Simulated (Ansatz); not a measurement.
Start from ZnS in the zinc blende structure (space group F-43m, No. 216; a = 5.3891 Å). Axes: x, y, z lie along the cube axes.

It is then changed as follows: uniaxial stress, 1 GPa compression along z; all other stress components relax to zero.

Levels (all Ansatz, a first-principles code, PAW): r2SCAN (500 eV, no spin-orbit coupling); HSE06+SOC (420 eV, noncollinear with spin-orbit coupling).

The geometry is relaxed with r2SCAN.

| Property | Value |
|---|---|
| r2SCAN band gap | 2.67 eV |
| r2SCAN valence-band top at Γ | 0.00, -0.08, -0.08 eV |

With HSE06+SOC at the same geometry, the band gap goes up by 0.658 eV to 3.32 eV; the valence-band top at Γ (three highest Kramers pairs, from the VBM) changes from 0.00, -0.08, -0.08 eV to 0.00, -0.07, -0.13 eV.

Single points use the geometry relaxed with r2SCAN. Differences between runs with and without spin-orbit coupling are approximate. Load acts through the strain it causes; cell and atoms are relaxed under it. Beyond what the load breaks, stability against distortions was not tested.
